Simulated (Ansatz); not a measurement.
Response to strain in W

Base system: W in the bcc (W type) structure (space group Im-3m, No. 229; a = 3.1688 Å; relaxed with 0.1 eV smearing).

Strains are applied to the cell and any free atomic positions relax.

Method: Ansatz (a first-principles code) r2SCAN, scalar-relativistic without spin-orbit coupling.

Notes on the quantities. energy relative to the base: free energy F.

```json
[
 {"change": "base", "energy relative to the base": "0 meV/atom", "volume per atom": "15.91 Å³", "pressure": "0.0 GPa"},
 {"change": "isotropic strain +0.50 %", "energy relative to the base": "+3.5 meV/atom", "volume per atom": "16.15 Å³", "pressure": "-4.6 GPa"},
 {"change": "isotropic strain +1.00 %", "energy relative to the base": "+14 meV/atom", "volume per atom": "16.39 Å³", "pressure": "-9.0 GPa"},
 {"change": "isotropic strain +1.50 %", "energy relative to the base": "+31 meV/atom", "volume per atom": "16.64 Å³", "pressure": "-13.0 GPa"},
 {"change": "isotropic strain +2.00 %", "energy relative to the base": "+54 meV/atom", "volume per atom": "16.88 Å³", "pressure": "-16.8 GPa"},
 {"change": "isotropic strain +2.50 %", "energy relative to the base": "…", "volume per atom": "17.13 Å³", "pressure": "…"},
 {"change": "isotropic strain +3.00 %", "energy relative to the base": "+117 meV/atom", "volume per atom": "17.39 Å³", "pressure": "-23.6 GPa"}
]
```

### Question
Some entries are withheld; estimate them.

### Answer

- isotropic strain +2.50 %, energy relative to the base: +83 meV/atom
- isotropic strain +2.50 %, pressure: -20.3 GPa

Whether these cells are dynamically stable was not tested. All final runs are without spin polarisation.
